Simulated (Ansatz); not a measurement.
All values below come from PBE (plane waves to 420 eV, PAW; Ansatz, a first-principles code).

Electrostatic potential energy of an electron, averaged over planes parallel to the surface, in eV from the Fermi level, for OH on the 1x1 (110) surface of bcc W, one in a 1x1 cell, started at the site 'hollow W-W-W':

(z (Å), V (eV)): (5.20, 4.78); (5.49, 4.78); (5.78, 4.78); (6.07, 4.77); (6.36, 4.76); (6.64, 4.74); (6.93, 4.69); (7.22, 4.60); (7.51, 4.41); (7.80, 4.04); (8.09, 3.28); (8.38, 1.80); (8.67, -1.13); (8.96, -7.24); (9.24, -15.20); (9.53, -20.66); (9.82, -21.02); (10.11, -16.18); (10.40, -8.63); (10.69, -3.58); (10.98, -4.79); (11.27, -11.53); (11.56, -18.74); (11.84, -21.99); (12.13, -19.67); (12.42, -12.86); (12.71, -5.46); (13.00, -2.62); (13.29, -5.55); (13.58, -12.96); (13.87, -19.67); (14.16, -21.88); (14.44, -18.54); (14.73, -11.27); (15.02, -4.52); (15.31, -3.19); (15.60, -7.97); (15.89, -15.73); (16.18, -21.19); (16.47, -21.67); (16.76, -16.99); (17.04, -9.31); (17.33, -3.67); (17.62, -4.89); (17.91, -6.98); (18.20, -7.08); (18.49, -4.64); (18.78, 0.59); (19.07, 2.45); (19.36, 3.03); (19.64, 3.24); (19.93, 3.32); (20.22, 3.36); (20.51, 3.37); (20.80, 3.37); (21.09, 3.38); (21.38, 3.38); (21.67, 3.38); (21.96, 3.38); (22.24, 3.38); (22.53, 3.38); (22.82, 3.38)

Slab: 6 atoms, 6.6 Å thick at the start under the adsorbate (thin: gaps and levels are the slab's own); k 12x12x1, smearing 0.1 eV, dipole-corrected; 2 atoms held, the rest relaxed; no symmetry held; no spin, no spin-orbit, no U, no dispersion correction. At the end it is bonded to 2 W. In PBE it is, or lies within 0.03 eV of, the lowest of the starts that converged.

Q: The surface cell has an area of 7.17 Å². What dipole along the normal does the step between the two vacuum levels imply?

A: the top vacuum level lies 1.41 eV below the bottom one; p = −ε₀ A ΔV (ε₀ = 0.005526 e/(V·Å)) gives 0.06 e·Å a cell.
